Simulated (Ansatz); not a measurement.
**Cost against accuracy: basis.ecutwfc for Cr2SbAs (P-6m2, 4 atoms in the cell)**

```
CELL_PARAMETERS angstrom
      3.75300     0.00000     0.00000
     -1.87650     3.25020     0.00000
      0.00000     0.00000     5.78054
ATOMIC_POSITIONS crystal
  Cr 0.66667 0.33333 0.73390
  Cr 0.66667 0.33333 0.26610
  Sb 0.00000 0.00000 0.00000
  As 0.33333 0.66667 0.50000
```
Moments meant for the start (each program seeds them in its own way; μB, in the order of the atoms Cr Cr Sb As): 3.0 3.0 0.0 0.0.

Computed with PBEsol, default PAW files made with PBE (plane waves; Ansatz, a quantum-chemistry and plane-wave program).

Base settings: basis.ecutwfc = 420 eV; kpoints.mp_grid.grid = 10 10 6; hamiltonian.xc = pbesol; hamiltonian.pseudopotentials = {kind: paw} (the program's default PAW files); magnetization.spin_polarized = true; scf.occupations.method = fermi_dirac; scf.occupations.width = 0.05 eV.

Misses are taken against the tightest run, 840 eV, which need not be fully converged itself. The energy is the free energy per atom.

The count of work is k-points × plane waves × bands × iterations; it is no time, and leaves out set-up, grids and terms that scale otherwise. 

Ansatz's pressure holds its estimate of the finite-basis (Pulay) stress, which hides part of the cutoff error; the uncorrected pressure shows it.

The starting cell comes from a database of computed structures (which also holds hypothetical and non-ambient phases and stackings), without a prior relaxation at this level. Its lattice was rescaled by a random factor within 2.5 % of one. The magnetic order is the one reached from the typed start; others were not searched systematically. The program warned that, by what it read of turns of the moments, another magnetic order lies lower. Ansatz's pressure includes its estimate of the finite-basis (Pulay) stress.

| basis.ecutwfc | energy less reference (meV/atom) | pressure less reference (GPa) | largest difference in the force on any atom (eV/Å) | uncorrected pressure less reference (GPa) | count of work / reference |
|---|---|---|---|---|---|
| 170 eV | 21934.70 | -11.60 | 0.276 | -791.78 | 0.093 |
| 210 eV | 5563.60 | -8.22 | 0.573 | -252.36 | 0.12 |
| 250 eV | 1321.71 | -1.07 | 0.107 | -75.74 | 0.16 |
| 295 eV | 213.48 | 0.26 | 0.098 | -16.34 | 0.21 |
| 335 eV | 32.79 | 0.12 | 0.004 | -3.23 | 0.25 |
| 380 eV | 4.05 | 0.03 | 0.001 | -0.30 | 0.30 |
| 420 eV | 1.80 | 0.02 | 0.001 | -0.03 | 0.36 |
| 485 eV | 0.81 | 0.01 | 0.000 | -0.03 | 0.44 |
| 545 eV | 0.34 | 0.00 | 0.000 | -0.01 | 0.51 |
| 630 eV | 0.15 | 0.00 | 0.000 | 0.00 | 0.65 |
| 735 eV | 0.04 | 0.00 | 0.000 | 0.00 | 0.82 |
| 840 eV | 0.00 | 0.00 | 0.000 | 0.00 | 1.0 |

Coarsest setting among those run that, with all tighter ones, holds the energy within 20 meV/atom of the reference: 380 eV, off by 4.0 meV/atom; it needs 0.30 of the reference's count of work.

Coarsest setting among those run that, with all tighter ones, holds the energy within 2 meV/atom of the reference: 420 eV, off by 1.8 meV/atom; it needs 0.36 of the reference's count of work.

The step from 335 eV to 735 eV: it takes the miss in the energy from 33 to 0.04 meV/atom, for 3.3 times the count of work.

Keys are those of Ansatz 0.2.
